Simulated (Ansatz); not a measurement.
Defect migration in hexagonal La2O3: interstitial Li, charge state +1. The step: Li moves alone to another site; the atom moves 2.49 Å along (0.33, -0.33, 0.17) of the unit cell; the moving atom starts with neighbours O at 1.80, 3 O at 2.00 Å and ends with O at 1.80, 3 O at 2.00 Å. DFT values are from Ansatz (plane-wave PAW, 420 eV unless said) in a cell of 90 host sites, spin-restricted, static, with no finite-size correction. The charge state is imposed; whether it is stable for some Fermi level was not computed. Sites that were not tried may lie lower. The start lies 0.57 eV above the lowest site run (PBE). For the PBE band: the saddle point's order was not checked, and it lies on a symmetry element of the cell, where a band can be held.

```tsv
Level	Forward barrier (eV)	Cost of the band or of the saddle's single point
CHGNet universal potential (has no charge state), its own band	0.34	-
PBE, the Γ point alone, band relaxed	0.63	about 24 core-minutes (a rough figure)
PBE, a 2×2×2 k-point mesh shifted by half a step along c, same geometries	0.63	around 5 core-minutes (rough)
r2SCAN at 500 eV, the Γ point alone, same geometries	?	around 90 core-seconds (rough)
```

Complete the blanks.


- r2SCAN at 500 eV, the Γ point alone, same geometries, Forward barrier (eV): 0.69

Ansatz is a quantum-chemistry and plane-wave program.
